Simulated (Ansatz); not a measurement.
Start from LiF in the rock salt structure (space group Fm-3m, No. 225; a = 4.0079 Å). Axes: x, y, z lie along the cube axes.

Calculations: DFT with PBEsol, PAW potentials and a 420 eV plane-wave cutoff in Ansatz (an electronic-structure program), without spin-orbit coupling.

One thing is altered: uniaxial strain ε_zz = +2.00 %, all other strain components held at zero; the atoms relax in the strained cell.

### Question
Predict the stress tensor and what it implies for the stiffness.

### Answer
Stress of the strained cell less that of the base (GPa, compression positive):
```
  -0.87    0.00    0.00
   0.00   -0.87    0.00
   0.00    0.00   -2.22
```

Then −Δσ_ii/ε with ε = 0.0200 gives secant stiffness values (nonlinear terms included at this strain): C33 ≈ 111 GPa, C13 ≈ 44 GPa and C23 ≈ 44 GPa.

Stability against distortions was not tested.
